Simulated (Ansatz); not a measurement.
The starting structures come from a database of crystals and need not be the phases stable at ambient conditions.

 Where the default PAW files enter, the runs use the earlier of Ansatz's two default sets.

Given:

```xyz
18
Lattice="5.0226 0.0000 0.0000 0.0000 5.0226 0.0000 0.0000 0.0000 10.0306" Properties=species:S:1:pos:R:3 pbc="T T T"
Na     0.0000     0.0000     3.3723
Na     0.0000     0.0000     6.6583
Na     2.5113     2.5113     8.3876
Na     2.5113     2.5113     1.6430
Sn     0.0000     0.0000     0.0000
Sn     2.5113     2.5113     5.0153
F      1.4022     1.4022     0.0000
F      3.6204     3.6204     0.0000
F      1.1091     3.9135     5.0153
F      3.9135     1.1091     5.0153
F      1.5684     1.5684     3.5482
F      3.4542     3.4542     6.4824
F      0.9429     4.0797     8.5635
F      4.0797     0.9429     1.4671
F      3.4542     3.4542     3.5482
F      1.5684     1.5684     6.4824
F      4.0797     0.9429     8.5635
F      0.9429     4.0797     1.4671
```

Space group of this cell: P4_2/mnm. The cell is taken as given.

Transport runs along the normal of the first two printed cell vectors, the (001) plane of the conventional cell.

The gap is the functional's own. No spin-orbit coupling. Mid-gap values are interpolated on the energy grid.

Question: State the band gap and the smallest decay constant κ at mid-gap according to r2SCAN (Ansatz, a quantum-chemistry and plane-wave program).

Answer: Gap 6.15 eV on a 6×6×4 mesh; κ = 0.550 1/Å, at the zone centre.
